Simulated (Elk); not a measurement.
**Input and output of a self-consistent single point for SiC (P6_3mc, 4 atoms in the cell) (Elk)**

Level of theory: PBE, all-electron FP-LAPW, Elk's shipped species files, default APW+lo basis (Elk).

Input as run:

```
tasks
  0

xctype
  20

rgkmax
  7.0

stype
  0

swidth
  0.0001

scale
  5.708193472

avec
    1.0000000000    0.0000000076    0.0000000000
   -0.5000000066    0.8660254000    0.0000000000
    0.0000000000    0.0000000000    1.6415270650

atoms
  2   : nspecies
  'Si.in'   : spfname
  2   : natoms; atposl, bfcmt below
  0.3333333333  0.6666666667  0.4996000000    0.0 0.0 0.0
  0.6666666667  0.3333333333  0.9996000000    0.0 0.0 0.0
  'C.in'   : spfname
  2   : natoms; atposl, bfcmt below
  0.3333333333  0.6666666667  0.8754000000    0.0 0.0 0.0
  0.6666666667  0.3333333333  0.3754000000    0.0 0.0 0.0

ngridk
  13 13 7
```

Output (repeated stretches shortened):

```
│ Elk code version 10.2.4 │

All units are atomic (Hartree, Bohr, etc.)

│ Ground-state run starting from atomic densities │

Lattice vectors :
   5.708193472      0.4338227039E-07   0.000000000
  -2.854096774       4.943440535       0.000000000
   0.000000000       0.000000000       9.370154077

Unit cell volume      :    264.4080864
Brillouin zone volume :   0.9381339915

Muffin-tin inner radius fraction :   0.1000000000E-01

Nuclei treated as point charges

Species :    1 (Si)
 parameters loaded from : Si.in
 name : silicon
 nuclear charge    :   -14.00000000
 electronic charge :    14.00000000
 atomic mass :    51196.73454
 muffin-tin radius :    1.894789379
 number of radial points in muffin-tin :    397
 atomic positions (lattice), magnetic fields (Cartesian) :
   1 :   0.00000000  0.00000000  0.00000000    0.00000000  0.00000000  0.00000000
   2 :   0.33333333  0.66666667  0.50000000    0.00000000  0.00000000  0.00000000

Species :    2 (C)
 parameters loaded from : C.in
 name : carbon
 nuclear charge    :   -6.000000000
 electronic charge :    6.000000000
 atomic mass :    21894.16672
 muffin-tin radius :    1.550282220
 number of radial points in muffin-tin :    297
 atomic positions (lattice), magnetic fields (Cartesian) :
   1 :   0.00000000  0.00000000  0.37580000    0.00000000  0.00000000  0.00000000
   2 :   0.33333333  0.66666667  0.87580000    0.00000000  0.00000000  0.00000000

Total number of atoms per unit cell :    4

Spin treatment :
 spin-unpolarised

Number of Bravais lattice symmetries :   24
Number of crystal symmetries         :   12
Crystal has no inversion symmetry
Complex Hermitian eigensolver will be used

k-point grid :     13    13     7
k-point offset :    0.000000000       0.000000000       0.000000000
k-point set is reduced with full crystal symmetry group
Total number of k-points :      147

Muffin-tin radius times maximum |G+k| :    7.000000000
 using average radius
Maximum |G+k| for APW functions       :    4.063776208
Maximum (1/2)|G+k|²                   :    8.257138536
Maximum |G| for potential and density :    12.00000000
 potential will be trimmed for |G| > 2 gkmax
Constant for pseudocharge density :    6
Radial integration step length :    4

G-vector grid sizes :     24    24    36
Number of G-vectors :     7667

Maximum angular momentum used for
 APW functions                      :    8
 outer part of muffin-tin           :    6
 inner part of muffin-tin           :    1

Total nuclear charge    :   -40.00000000
Total core charge       :    24.00000000
Total valence charge    :    16.00000000
Total excess charge     :    0.000000000
Total electronic charge :    40.00000000

Effective Wigner radius, rₛ :    1.164238734

Number of empty states         :   16
Total number of valence states :   24
Total number of core states    :   24

Total number of local-orbitals :   18

Exchange-correlation functional :     20     0     0
 Perdew-Burke-Ernzerhof, Phys. Rev. Lett. 77, 3865 (1996)
 gradient requirement :    1
 generalised gradient approximation (GGA)

Smearing type :    0
 Gaussian
Smearing width :   0.1000000000E-03
Effective electronic temperature (K) :    31.57750248

Mixing type :    3
 Broyden mixing, J. Phys. A: Math. Gen. 17, L317 (1984)

Kohn-Sham potential initialised from atomic data

│ Self-consistent loop started │
│ Loop number : 1 │
 total energy                :     -661.023920145
│ Loop number : 2 │
 total energy                :     -660.970867067
RMS change in Kohn-Sham potential (target) :    3.238474810     (  0.1000000000E-05)
Absolute change in total energy (target)   :   0.5305307831E-01 (  0.1000000000E-03)
│ Loop number : 3 │
 total energy                :     -660.815949432
RMS change in Kohn-Sham potential (target) :    3.127910667     (  0.1000000000E-05)
Absolute change in total energy (target)   :   0.1681809041     (  0.1000000000E-03)
│ Loop number : 4 │
 total energy                :     -658.293957702
RMS change in Kohn-Sham potential (target) :    1.371137155     (  0.1000000000E-05)
Absolute change in total energy (target)   :    2.564036956     (  0.1000000000E-03)
│ Loop number : 5 │
 total energy                :     -656.948094171
RMS change in Kohn-Sham potential (target) :   0.3847451934     (  0.1000000000E-05)
Absolute change in total energy (target)   :    1.986872770     (  0.1000000000E-03)
│ Loop number : 6 │
 total energy                :     -656.518293177
RMS change in Kohn-Sham potential (target) :   0.7207606271E-01 (  0.1000000000E-05)
Absolute change in total energy (target)   :   0.9265191862     (  0.1000000000E-03)
│ Loop number : 7 │
 total energy                :     -656.410658724
RMS change in Kohn-Sham potential (target) :   0.1731500668E-01 (  0.1000000000E-05)
Absolute change in total energy (target)   :   0.3392642493     (  0.1000000000E-03)
│ Loop number : 8 │
 total energy                :     -656.413887698
RMS change in Kohn-Sham potential (target) :   0.1729065406E-02 (  0.1000000000E-05)
Absolute change in total energy (target)   :   0.8158708853E-01 (  0.1000000000E-03)
│ Loop number : 9 │
 total energy                :     -656.410779627
RMS change in Kohn-Sham potential (target) :   0.9787212277E-03 (  0.1000000000E-05)
Absolute change in total energy (target)   :   0.2350484289E-01 (  0.1000000000E-03)
│ Loop number : 10 │
 total energy                :     -656.408790342
RMS change in Kohn-Sham potential (target) :   0.7984110243E-03 (  0.1000000000E-05)
Absolute change in total energy (target)   :   0.7865496557E-02 (  0.1000000000E-03)
│ Loop number : 11 │
 total energy                :     -656.407487392
RMS change in Kohn-Sham potential (target) :   0.1914288146E-04 (  0.1000000000E-05)
Absolute change in total energy (target)   :   0.3269324253E-02 (  0.1000000000E-03)
│ Loop number : 12 │
 total energy                :     -656.407513599
RMS change in Kohn-Sham potential (target) :   0.5379326400E-05 (  0.1000000000E-05)
Absolute change in total energy (target)   :   0.7911236371E-03 (  0.1000000000E-03)
│ Loop number : 13 │
 total energy                :     -656.407529854
RMS change in Kohn-Sham potential (target) :   0.2438164252E-05 (  0.1000000000E-05)
Absolute change in total energy (target)   :   0.1815262190E-03 (  0.1000000000E-03)
│ Loop number : 14 │
 total energy                :     -656.407523254
RMS change in Kohn-Sham potential (target) :   0.4973664952E-06 (  0.1000000000E-05)
Absolute change in total energy (target)   :   0.5198137490E-04 (  0.1000000000E-03)
Convergence targets achieved

│ Loop number : 15 │

Energies :
 Fermi                       :     0.341695666833
 sum of eigenvalues          :     -349.342842844
 electron kinetic            :      657.970928388
 core electron kinetic       :      634.376119223
 Coulomb                     :     -1261.45115230
 Coulomb potential           :     -939.101076404
 nuclear-nuclear             :     -125.418562750
 electron-nuclear            :     -1332.96410270
 Hartree                     :      196.931513148
 Madelung                    :     -791.900614099
 xc potential                :     -68.2126948277
 exchange                    :     -51.3938299525
 correlation                 :     -1.53346264619
 total energy                :     -656.407516512

Density of states at Fermi energy :   0.7908670985E-05
 (states/Hartree/unit cell)

Estimated indirect band gap :   0.8405913868E-01
 from k-point      1 to k-point     21
Estimated direct band gap   :   0.1519723691
 at k-point      7

Charges :
 core                        :    24.00000000
 valence                     :    16.00000000
 interstitial                :    7.078344494
 muffin-tins (core leakage)
  species :    1 (Si)
   atom    1                 :    11.67858150     (  0.6441290985E-02)
   atom    2                 :    11.67858150     (  0.6441290985E-02)
  species :    2 (C)
   atom    1                 :    4.782246256     (  0.3304204100E-04)
   atom    2                 :    4.782246256     (  0.3304204100E-04)
 total in muffin-tins        :    32.92165551
 total calculated charge     :    39.97921131
 total charge                :    40.00000000
 error                       :   0.2078869286E-01

│ Self-consistent loop stopped │
```

The run converged in 15 iterations. The count includes the last loop, which Elk runs after its targets are met.

The starting cell comes from a database of computed structures (which also holds hypothetical and non-ambient phases and stackings), without a prior relaxation at this level. Its lattice was rescaled by a random factor within 2.5 % of one. Values depend on the basis (sphere radii, cutoffs, local orbitals), which need not be converged.

Cost on one core of a shared machine: roughly 2 min.
